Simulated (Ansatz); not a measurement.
Start from TiS in the CsCl type structure (space group Pm-3m, No. 221; a = 3.011 Å; a hypothetical phase, not in the database extracts checked; relaxed with 0.1 eV smearing). Axes: x, y, z lie along the cube axes.

Method: PBEsol in Ansatz (plane waves to 420 eV, PAW, no spin-orbit coupling).

For the base:

- Shortest interatomic distance: 2.607 Å

Perturbation: a pure shear with ε_xy = ε_yx = -0.0071, atoms relaxed at fixed cell.

**Question.** Estimate the effect on the energy relative to the base and shortest interatomic distance.

**Answer.** The energy increases by 0.8 meV/atom; the shortest interatomic distance drops by 0.012 Å to 2.595 Å.

The cells carry an imposed strain or load. No phonon test of stability was made. All final runs are without spin polarisation.

Ansatz is an electronic-structure program.
